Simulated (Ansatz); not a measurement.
ZnWO₄ (P2/c, No. 13) was calculated with LDA (Ansatz, a first-principles code, PAW).

Settings: plane-wave cutoff 520 eV, 8×6×8 k mesh (along the axes of the cell as run), no spin polarisation, scalar-relativistic PAW data made under PBE.

Cell (relaxed at this level):

Space group P2/c (No. 13); a = 4.6060 Å, b = 5.6418 Å, c = 4.8673 Å, α = γ = 90.00°, β = 90.37°

| atom | site | symmetry | x | y | z |
|---|---|---|---|---|---|
| W | 2e | 2 | 0.0000 | 0.1818 | 0.2500 |
| Zn | 2f | 2 | 0.5000 | 0.6755 | 0.2500 |
| O | 4g | 1 | 0.2186 | 0.1060 | 0.9329 |
| O | 4g | 1 | 0.2591 | 0.3781 | 0.4038 |

Q: What does this level give for the Voigt–Reuss–Hill bulk modulus, Voigt–Reuss–Hill shear modulus (Hill average), Young modulus and Poisson ratio?

A: 
- Voigt–Reuss–Hill bulk modulus: 178 GPa
- Voigt–Reuss–Hill shear modulus (Hill average): 63.4 GPa
- Young modulus: 170 GPa
- Poisson ratio: 0.341

Elastic constants are with the ions relaxed.

Spin–orbit coupling is not included.
